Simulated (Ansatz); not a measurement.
## Effective masses and thermopower of SnC under load (space group F-43m)

Consider the following.

```
CELL_PARAMETERS angstrom
      0.00000     2.55145     2.55145
      2.55145     0.00000     2.55145
      2.55145     2.55145     0.00000
ATOMIC_POSITIONS crystal
  Sn 0.00000 0.00000 0.00000
  C  0.25000 0.25000 0.25000
```

These are PBE with spin-orbit coupling, rigid bands (plane waves, PAW; Ansatz, a program for electronic structure) values and carry that method's errors. Condition of this run: hydrostatic pressure of -5 GPa (compression positive) (the target of the relaxation). Geometry: cell and atoms relaxed with PBEsol, then loaded as said.

The band gap is 0.56 eV. The electron conductivity mass (300 K, dilute) is 0.071 mₑ. The hole conductivity mass (300 K, dilute) is 0.65 mₑ and the effective density of states N_c (300 K) is 4.2e17 cm⁻³. The effective density of states N_v (300 K) is 3.8e19 cm⁻³, the density-of-states mass, electrons is 0.066 mₑ and the density-of-states mass, holes is 1.31 mₑ. The Seebeck coefficient, n-type 1e19 cm⁻³, 300 K is -52 μV/K. The Seebeck coefficient, p-type 1e19 cm⁻³, 300 K is 363 μV/K and the best p-type power factor at 300 K for τ = 10 fs (best axis; densities from 1e16 to 1e21 cm⁻³ tried, whether or not they can be reached) is 16.5 μW/(cm·K²) at 3e20 cm⁻³.

Rigid bands; masses and Seebeck coefficients take one relaxation time τ for all states and one kind of carrier; polarons and phonon drag are left out. Geometry: cell and atoms relaxed with PBEsol.

Computed structure with no diffraction record at hand here (it may be known, metastable or hypothetical): SnC under load (space group F-43m).
